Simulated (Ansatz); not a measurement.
The reference is C in the graphite type structure (space group P6_3/mmc, No. 194; a = 2.465 Å, c = 6.729 Å; layered, stacked along the Cartesian z axis).

Structures relaxed with PBE-D3(BJ) (Ansatz, a program for electronic structure), scalar-relativistic without spin-orbit coupling, earlier PAW set.

Base:

Simulated powder pattern, Cu Kα1, λ = 1.54056 Å (kinematic, ideal powder, no thermal factors, no anomalous dispersion; the 8 strongest lines at most, above 2 %, up to 2θ = 90°):

```json
[
 {"2θ (°)": "26.47", "I/Imax (%)": "100", "hkl": "(002)"},
 {"2θ (°)": "42.30", "I/Imax (%)": "3.5", "hkl": "(100)"},
 {"2θ (°)": "44.49", "I/Imax (%)": "17", "hkl": "(101)"},
 {"2θ (°)": "50.60", "I/Imax (%)": "3.5", "hkl": "(102)"},
 {"2θ (°)": "54.50", "I/Imax (%)": "6.9", "hkl": "(004)"},
 {"2θ (°)": "59.75", "I/Imax (%)": "5.4", "hkl": "(103)"},
 {"2θ (°)": "77.36", "I/Imax (%)": "5.8", "hkl": "(110)"},
 {"2θ (°)": "83.46", "I/Imax (%)": "9.4", "hkl": "(112)"}
]
```

One thing is altered: the cell is scaled by 1.0191 in all directions, atoms relaxed at fixed cell.

After the change:

Simulated powder pattern, Cu Kα1, λ = 1.54056 Å (kinematic, ideal powder, no thermal factors, no anomalous dispersion; the 8 strongest lines at most, above 2 %, up to 2θ = 90°):

```csv
2θ (°),I/Imax (%),hkl
25.97,100,(002)
41.47,3.6,(100)
43.61,18,(101)
49.58,3.5,(102)
53.40,7.0,(004)
58.52,5.5,(103)
75.65,5.8,(110)
81.55,9.4,(112)
```

The indices refer to the base's conventional cell; one index is shown for lines that coincide.

The cells carry an imposed strain or load. Whether these cells are dynamically stable was not tested.
